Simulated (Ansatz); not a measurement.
## Effect of biaxial strain +0.50 %, plane normal [001], relaxed out of plane on Zr

Start from Zr in the hcp (Mg type) structure (space group P6_3/mmc, No. 194; a = 3.1438 Å, c = 5.0928 Å; relaxed with 0.1 eV smearing). Axes: x lies along a and z along c of the hexagonal cell.

It is then changed as follows: tensile biaxial strain of 0.50 % in the plane normal to [001], as in epitaxy on a mismatched substrate; the out-of-plane cell vector and the atoms relax.

Level of theory: LDA/PAW in Ansatz (an electronic-structure program), without spin-orbit coupling. Γ-centred 21×21×12 mesh, Fermi–Dirac width 0.1 eV.

```json
[
 {"quantity": "volume per atom", "base": "21.80 Å³", "changed": "21.91 Å³", "shift": "+0.119 Å³"},
 {"quantity": "space group", "base": "P6_3/mmc (No. 194)", "changed": "P6_3/mmc (No. 194)", "shift": "–"},
 {"quantity": "shortest interatomic distance", "base": "3.127 Å", "changed": "3.123 Å", "shift": "-0.004 Å"},
 {"quantity": "pressure (mean of the normal stresses, compression positive)", "base": "0.0 GPa", "changed": "-0.5 GPa", "shift": "-0.5 GPa"},
 {"quantity": "band gap", "base": "zero", "changed": "zero", "shift": "–"},
 {"quantity": "out-of-plane strain", "base": "–", "changed": "-0.45 %", "shift": "–"}
]
```

Cost of the whole job for the changed cell (relaxation, final SCF and bands): very roughly 40 core-seconds.

Stability against distortions was not tested. All final runs are without spin polarisation.
